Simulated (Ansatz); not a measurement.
We consider Zr (model structure, started from the diamond type, Fd-3m, No. 227, 2 atoms in the cell), described by LDA (PAW; Ansatz, a program for electronic structure).

Numerical settings: plane-wave cutoff 520 eV, 16×16×16 k mesh, Fermi–Dirac smearing 0.05 eV, scalar-relativistic PAW data made under PBE.

Cell (relaxed at this level):

```
Zr
1.0
    0.00000     3.02507     3.02507
    3.02507     0.00000     3.02507
    3.02507     3.02507     0.00000
Zr
2
Cartesian
  1.51254   1.51254   1.51254
  0.00000   0.00000   0.00000
```

### Question
Give the computed bulk modulus.

### Answer

bulk modulus: 39.8 GPa

The run finds no gap.

Note: the bulk modulus is −V dP/dV from two relaxed cells at ±2 % in volume; the relaxation could raise the start's symmetry but not lower it, so the cell can be a saddle point.

A model structure was made by putting elements into a prototype or built by hand; it is no filed structure, need not be a known phase, and can be a saddle point held by its symmetry.
